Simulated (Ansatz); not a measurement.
## Hypothetical R3c SnTeO3: pressure series

Base system: SnTeO₃ (space group R3c, No. 161; a = 6.531 Å, c = 14.222 Å (hexagonal axes); a hypothetical phase, not in the database extracts checked).

Cell and atoms are relaxed at each pressure.

The values are results of PBE/PAW in Ansatz (a first-principles code), spin-orbit coupling left out, not measurements.

Candidates:
(a) pressure 5 GPa
(b) pressure 0.7 GPa
(c) pressure 3 GPa
(d) pressure 10 GPa
(e) pressure 7.5 GPa

Before the change:

```
Quantity   Result
--------  -------
Band gap  2.45 eV
```

Problem. Order them by band gap, lowest first.

Solution. (d) pressure 10 GPa (2.01 eV), (e) pressure 7.5 GPa (2.08 eV), (a) pressure 5 GPa (2.16 eV), (c) pressure 3 GPa (2.24 eV), (b) pressure 0.7 GPa (2.38 eV)

Spin-orbit coupling, missing from the scalar runs, can matter with Te. Load acts through the strain it causes; cell and atoms are relaxed under it. Whether these cells are dynamically stable was not tested. No other phases were tried under pressure.
